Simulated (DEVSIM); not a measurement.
**abrupt GaAs p-n junction**

System: abrupt GaAs p-n junction, at 350 K.

```tsv
layer (left to right)	material	thickness (μm)	Nd (cm⁻³)	Na (cm⁻³)	τn (s)	τp (s)
1	GaAs	0.230	-	5.8e17	5.1e-8	5.1e-8
2	GaAs	4.70	2.2e15	-	5.1e-8	5.1e-8
```

Left contact: ohmic. Right contact: ohmic. Voltage is applied to the left contact. Recombination: SRH at mid-gap. Mobility is constant in doping.

Constants are typed, rounded textbook-type inputs, not results; the design itself was drawn at random and stands for no fabricated device. Values at 300 K; Nc and Nv go as T^1.5, mobilities as T to minus their exponent, the gap by Varshni's rule with the affinity fixed.

```csv
parameter,GaAs
gap (eV),1.424
affinity (eV),4.07
permittivity,12.9
Nc (cm⁻³),4.7e17
Nv (cm⁻³),9e18
μn (cm²/Vs),8500
μp (cm²/Vs),400
T exponent of μn,2.1
T exponent of μp,2.2
Varshni α (eV/K),0.000541
Varshni β (K),204
```

Model (solved in DEVSIM): 1D drift-diffusion, Boltzmann statistics, complete ionisation; no tunnelling, impact ionisation, image-force lowering or self-heating.

* **Potential step across the device at zero bias**: 1.143 V
* **Largest field in the device at zero bias**: 47000 V/cm
* **Dark forward voltage at 1 A/cm²**: 0.886 V
* **Dark forward voltage at 100 A/cm²**: 1.042 V

Small-signal capacitance in reverse bias (quasi-static):

```json
[
 {"V (V)": "-0.2", "C (nF/cm²)": "12.8"},
 {"V (V)": "-0.5", "C (nF/cm²)": "11.4"},
 {"V (V)": "-1", "C (nF/cm²)": "9.90"},
 {"V (V)": "-1.5", "C (nF/cm²)": "8.87"},
 {"V (V)": "-2", "C (nF/cm²)": "8.10"},
 {"V (V)": "-3", "C (nF/cm²)": "7.03"},
 {"V (V)": "-4", "C (nF/cm²)": "6.29"},
 {"V (V)": "-5", "C (nF/cm²)": "5.75"},
 {"V (V)": "-6.5", "C (nF/cm²)": "5.15"},
 {"V (V)": "-8", "C (nF/cm²)": "4.70"},
 {"V (V)": "-10", "C (nF/cm²)": "4.25"}
]
```

Dark forward current:

```tsv
V (V)	J (A/cm²)
0.05	2.9e-9
0.10	9.1e-9
0.20	5.8e-8
0.25	1.4e-7
0.30	3.4e-7
0.35	8.2e-7
0.45	5.2e-6
0.50	1.4e-5
0.55	4.3e-5
0.60	0.00015
0.70	0.0026
0.75	0.012
0.80	0.061
0.85	0.31
0.95	7.5
1.00	33
1.05	120
1.10	390
1.20	2000
1.25	3500
```
